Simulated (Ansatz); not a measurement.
Base system: TiB₂ (space group P6/mmm, No. 191; a = 3.017 Å, c = 3.185 Å). Axes: x lies along a and z along c of the hexagonal cell.

Level of theory: Ansatz (a first-principles code), PBEsol, PAW, cutoff 420 eV, spin-orbit coupling left out.

Base values:

* **Pressure**: 0.0 GPa
* **Shortest interatomic distance**: 1.742 Å

Now apply this change: the cell is stretched by 0.50 % along x with no lateral relaxation; the atoms relax in the strained cell.

### Question
Predict the new energy relative to the base.

### Answer
The energy goes up by 0.4 meV/atom.

### Question
Estimate the effect on the pressure.

### Answer
The pressure (mean of the normal stresses, compression positive) goes from zero to -1.4 GPa.

### Question
What does the calculation give for the shortest interatomic distance after the change?

### Answer
The shortest interatomic distance is nearly the same (1.742 Å against 1.743 Å).

A case with no gap was solved on a k-mesh chosen for an insulator, which is coarse for it. Without a gap, meshes like the base's 13×13×10 leave anisotropic stresses uncertain by several tenths of a GPa, and small strain energies with them. Stability against distortions was not tested. The final runs are not spin-polarised.
